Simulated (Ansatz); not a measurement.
Consider TiSi2 (space group Cmcm, No. 63).

```yaml
crystal:
  lattice:
    - [1.76330, -6.75838, 0.00000]
    - [1.76330, 6.75838, 0.00000]
    - [0.00000, 0.00000, 3.56518]
  atoms:
    - { symbol: Si, position: [0.94167, 0.05833, 0.75000] }
    - { symbol: Si, position: [0.05833, 0.94167, 0.25000] }
    - { symbol: Si, position: [0.25029, 0.74971, 0.75000] }
    - { symbol: Si, position: [0.74971, 0.25029, 0.25000] }
    - { symbol: Ti, position: [0.60320, 0.39680, 0.75000] }
    - { symbol: Ti, position: [0.39680, 0.60320, 0.25000] }
```

Cartesian axes are those of the cell as printed.

Level of theory: Ansatz (a first-principles code), r2SCAN, PAW, cutoff 500 eV, spin-orbit coupling left out.

Before the change:

The shortest interatomic distance comes out as 4.497 bohr.

It is then changed as follows: the symmetric strain tensor [0.0081 -0.0059 0.0090; -0.0059 -0.0036 -0.0118; 0.0090 -0.0118 -0.0202], atoms relaxed at fixed cell.

### Question
How does this affect the shortest interatomic distance?

### Answer
The shortest interatomic distance falls by 0.0608 bohr, from 4.497 bohr to 4.437 bohr.

### Question
What happens to the largest internal atomic displacement?

### Answer
The largest internal atomic displacement comes out as 0.014 Å.

No phonon test of stability was made. The final runs are not spin-polarised.
